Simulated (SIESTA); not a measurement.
SIESTA run on Ti3Al5 (Pmmm, 8 atoms in the cell): self-consistent single point.

Computed with SIESTA with LDA PW92, numerical atomic orbitals DZP, PseudoDojo LDA standard norm-conserving potentials (rewritten from UPF to PSML).

```
CELL_PARAMETERS angstrom
      3.91154     0.00000     0.00000
      0.00000     4.02478     0.00000
      0.00000     0.00000     8.10511
ATOMIC_POSITIONS crystal
  Ti 0.00000 0.50000 0.26507
  Ti 0.00000 0.50000 0.73493
  Ti 0.50000 0.50000 0.00000
  Al 0.00000 0.00000 0.00000
  Al 0.00000 0.00000 0.50000
  Al 0.50000 0.50000 0.50000
  Al 0.50000 0.00000 0.24223
  Al 0.50000 0.00000 0.75777
```

Reference input (self-consistent single point, DFT, GGA PBEsol, numerical atomic orbitals DZP, PseudoDojo PBEsol standard norm-conserving potentials (rewritten from UPF to PSML)): XC.functional = GGA; XC.authors = PBEsol; potentials = PseudoDojo PBEsol standard; PAO.BasisSize = DZP; PAO.EnergyShift = 0.01 Ry; MeshCutoff = 350 Ry; kgrid.MonkhorstPack = 6 6 3; OccupationFunction = FD; ElectronicTemperature = 1160.45 K; MaxSCFIterations = 150; SCF.Mixer.Method = Pulay; SCF.Mixer.Weight = 0.2. This run's input differs from it in these lines:

```diff
@@ -1,2 +1,2 @@
-# files in the folder: Ti.psml Al.psml (PseudoDojo PBEsol standard)
+# files in the folder: Ti.psml Al.psml (PseudoDojo LDA standard)
 SystemName  Ti3Al5
@@ -28,4 +28,4 @@
 
-XC.functional                GGA
-XC.authors                   PBEsol
+XC.functional                LDA
+XC.authors                   PW92
 PAO.BasisSize                DZP
```

Output, abridged:

```
        iscf     Eharris(eV)        E_KS(eV)     FreeEng(eV)     dDmax    Ef(eV) dHmax(eV)
   scf:    1    -5114.200555    -5160.299536    -5160.445503  1.749388 -4.929403  9.796829
   scf:    2    -5168.235962    -5166.541510    -5166.693300  0.147740 -5.509464  2.078532
   scf:    3    -5167.189859    -5166.942444    -5167.100255  0.048371 -5.557696  1.032028
   scf:    4    -5167.129085    -5167.047925    -5167.209859  0.036012 -5.611119  0.362242
   scf:    5    -5167.058932    -5167.070013    -5167.237099  0.058254 -5.622044  0.807633
   [... 7 lines left out ...]
   scf:   13    -5167.095335    -5167.095339    -5167.262823  0.000038 -5.645472  0.000518
   scf:   14    -5167.095331    -5167.095335    -5167.262823  0.000038 -5.645500  0.000093
   scf:   15    -5167.095334    -5167.095335    -5167.262823  0.000015 -5.645517  0.000053
   scf:   16    -5167.095335    -5167.095335    -5167.262823  0.000005 -5.645521  0.000032
SCF Convergence by DM+H criterion
max |DM_out - DM_in|         :     0.0000052306
max |H_out - H_in|      (eV) :     0.0000321723
SCF cycle converged after 16 iterations

Using DM_out to compute the final energy and forces

siesta: E_KS(eV) =            -5167.0953

siesta: E_KS - E_eggbox =     -5167.0953

siesta: Atomic forces (eV/Ang):
     1   -0.000000    0.000000   -0.053113
     2   -0.000000   -0.000000    0.053113
     3   -0.000000   -0.000000    0.000000
     4    0.000000   -0.000000    0.000000
     5    0.000000    0.000000   -0.000000
     6    0.000000    0.000000   -0.000000
     7   -0.000000   -0.000000   -0.082560
     8    0.000000    0.000000    0.082560
   Tot   -0.000000   -0.000000    0.000000
   Max    0.082560
   Res    0.028339    sqrt( Sum f_i^2 / 3N )
   Max    0.082560    constrained

   [... lines left out ...]
siesta: FreeEng =     -5167.262823
   [... lines left out ...]
siesta:     0.040642   -0.000000   -0.000000
siesta:     0.000000    0.044744    0.000000
siesta:    -0.000000    0.000000    0.041741

siesta: Cell volume =        127.599573 Ang**3

siesta: Pressure (static):
siesta:                Solid            Molecule  Units
siesta:          -0.00046153         -0.00047710  Ry/Bohr**3
siesta:          -0.04237565         -0.04380525  eV/Ang**3
siesta:         -67.89328281        -70.18374374  kBar
```

The run converged in 16 iterations. Against the reference run the pressure goes from -3.37 to -6.79 GPa and the largest force goes from 0.093 to 0.083 eV/Å.

The starting cell comes from a database of computed structures (which also holds hypothetical and non-ambient phases and stackings), without a prior relaxation at this level. Its lattice was rescaled by a random factor within 2.5 % of one. Spin polarisation is off. Values carry the incompleteness of an atom-centred basis. With a pressure of about -7 GPa the cell is away from its equilibrium volume at this level.

Cost on one core of a shared machine: roughly 2 min.
